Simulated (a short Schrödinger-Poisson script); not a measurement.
System: MOS inversion layer, SiO2 on p-type Si(100), at 300 K.

From the gate side: 3 nm SiO2; 410 nm Si, acceptors 1.1e18 cm⁻³.

Constants are typed, rounded textbook-type inputs, not results; the design itself was drawn at random and stands for no fabricated device. SiO2: permittivity 3.9, conduction-band edge (eV) 3.15, gap (eV) 9, electron mass (mₑ) 0.5. Si: permittivity 11.7, conduction-band edge (eV) 0, gap (eV) 1.124, Nv at 300 K (cm⁻³) 3.1e19.

Channel valleys (confinement mass, in-plane density-of-states mass, number): Δ2 0.916, 0.19, 2; Δ4 0.19, 0.417, 4. At the gate the conduction-band edge of layer 1 lies 3.39 eV − eVg above the Fermi level of the channel; the field vanishes at the back. Gaps are held at their typed values at every temperature. Mesh 0.03 nm at interfaces.

From a short Schrödinger-Poisson script (our own, NumPy): 1D Poisson equation in equilibrium, electrons quantum, Hartree (BenDaniel-Duke, 12 states a valley, the channel's in-plane mass for all, wave functions free to enter the dielectric), parabolic valleys, classical holes, full ionisation, no traps, pinning or gate leakage.

| Vg (V) | electrons (cm⁻²) | C (μF/cm²) | Δ2 E0 (meV from the Fermi level) | Δ4 E0 (meV from the Fermi level) |
|---|---|---|---|---|
| 0.7 | 8.78e9 | 0.273 | 168.2 | 230.6 |
| 0.8 | 1.05e11 | 0.493 | 103.4 | 167.3 |
| 0.9 | 4.37e11 | 0.761 | 65.5 | 131.1 |
| 1 | 9.20e11 | 0.874 | 44.9 | 112.2 |
| 1.1 | 1.47e12 | 0.925 | 31.5 | 100.3 |
| 1.2 | 2.04e12 | 0.954 | 21.4 | 91.8 |
| 1.3 | 2.63e12 | 0.972 | 13.3 | 85.2 |
| 1.4 | 3.24e12 | 0.985 | 6.4 | 79.8 |
| 1.5 | 3.85e12 | 0.995 | 0.3 | 75.2 |
| 1.6 | 4.47e12 | 1.00 | -5.1 | 71.1 |
| 1.7 | 5.10e12 | 1.01 | -10.1 | 67.5 |
| 1.8 | 5.73e12 | 1.01 | -14.7 | 64.3 |
| 1.9 | 6.36e12 | 1.02 | -19.1 | 61.3 |
| 2 | 7.00e12 | 1.02 | -23.2 | 58.5 |
| 2.1 | 7.63e12 | 1.03 | -27.1 | 55.9 |
| 2.2 | 8.27e12 | 1.03 | -30.8 | 53.4 |

Gate voltages with under 1e9 electrons/cm² are left out.

Q: At Vg = 2.2 V the lowest Δ2 subband lies at -30.8 meV from the Fermi level. How many electrons does it hold, and what share of all?

A: The two-dimensional density of states is g m/(πħ²) = 1.59e11 cm⁻² meV⁻¹ (both spins), kT = 25.9 meV, so n = D kT ln(1 + exp(−E/kT)) = 5.98e12 cm⁻², 0.72 of the 8.27e12 cm⁻² in all.

Q: Compare the slope of the sheet density between 2 and 2.2 V with the geometric capacitance of the layers between gate and channel.

A: q Δn/ΔV = 1.02 μF/cm²; ε0/Σ(t/ε) = 1.15 μF/cm². The ratio is 0.88: the channel acts as a further capacitance in series.
